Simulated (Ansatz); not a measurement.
# BeSe (model structure, started from the BN type, Pm-3n, No. 223, 12 atoms in the cell)

The numbers are results of PBEsol (Ansatz, a program for electronic structure, plane waves, PAW), not measurements.

Run with plane-wave cutoff 520 eV, 6×6×6 k mesh, Fermi–Dirac smearing 0.01 eV, scalar-relativistic PAW data made under PBE.

Cell (relaxed at this level):

```
BeSe
1.0
    6.32845     0.00000     0.00000
    0.00000     6.32845     0.00000
    0.00000     0.00000     6.32845
Be Se
6 6
Direct
  0.25000   0.00000   0.50000
  0.50000   0.25000   0.00000
  0.50000   0.75000   0.00000
  0.75000   0.00000   0.50000
  0.00000   0.50000   0.75000
  0.00000   0.50000   0.25000
  0.25000   0.50000   0.00000
  0.00000   0.25000   0.50000
  0.00000   0.75000   0.50000
  0.75000   0.50000   0.00000
  0.50000   0.00000   0.75000
  0.50000   0.00000   0.25000
```

```json
{
 "band_gap": "2.62 eV (on the SCF k mesh)",
 "direct gap at Γ": "3.02 eV"
}
```

Note: the relaxation could raise the start's symmetry but not lower it, so the cell can be a saddle point.

Spin–orbit coupling is not included.

A model structure was made by putting elements into a prototype or built by hand; it is no filed structure, need not be a known phase, and can be a saddle point held by its symmetry.
